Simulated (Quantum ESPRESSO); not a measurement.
**A short convergence ladder for NaCl (Fm-3m, 2 atoms in the cell)**

```yaml
crystal:
  lattice:
    - [0.00000, 2.82846, 2.82846]
    - [2.82846, 0.00000, 2.82846]
    - [2.82846, 2.82846, 0.00000]
  atoms:
    - { symbol: Na, position: [0.00000, 0.00000, 0.00000] }
    - { symbol: Cl, position: [0.50000, 0.50000, 0.50000] }
```

Base method: PBE, PseudoDojo stringent norm-conserving (PBE) pseudopotentials (plane waves; Quantum ESPRESSO).

Base settings: ecutwfc = 90 Ry; occupations = smearing; smearing = fd; degauss = 0.000734986 Ry; potentials = {Na: Na.upf, Cl: Cl.upf}; K_POINTS = automatic 8 8 8 0 0 0; conv_thr = 1e-10 Ry.

Core times come from one kind of shared machine, to one figure; runs under 30 s give none.

**Zone-centre phonons against the cutoff**

In this ladder: occupations = fixed; smearing = default; degauss = default; nbnd = 10; ph.x.tr2_ph = 1e-14; ph.x.fildyn = dyn.G; ph.x.epsil = true; dynmat.x.fildyn = dyn.G; dynmat.x.asr = crystal.

The mesh stays at the base's, so the ladder's end is converged at best in this setting alone.

Frequencies are those of the unrelaxed cell, without the LO-TO term of polar crystals.

Only quantities that move along the ladder and can be compared are tabulated.

```csv
ecutwfc,highest zone-centre frequency (cm⁻¹),largest Born charge (mean of the diagonal) (e),core time / last (rough)
45 Ry,175.0,1.133,0.3
63 Ry,177.2,1.105,0.5
76 Ry,174.7,1.102,0.6
90 Ry,175.0,1.102,1
```

Coarsest ecutwfc that holds the largest Born charge (mean of the diagonal) within 0.01 e of the last step, with all finer ones: 63 Ry; the step before is off by 0.031 e.

Coarsest ecutwfc that holds the highest zone-centre frequency within 2 cm⁻¹ of the last step, with all finer ones: 76 Ry; the step before is off by 2.2 cm⁻¹.

On the base run: the starting cell has typed, rounded lattice constants, without a prior relaxation at this level. Its lattice was rescaled by up to half a per cent.
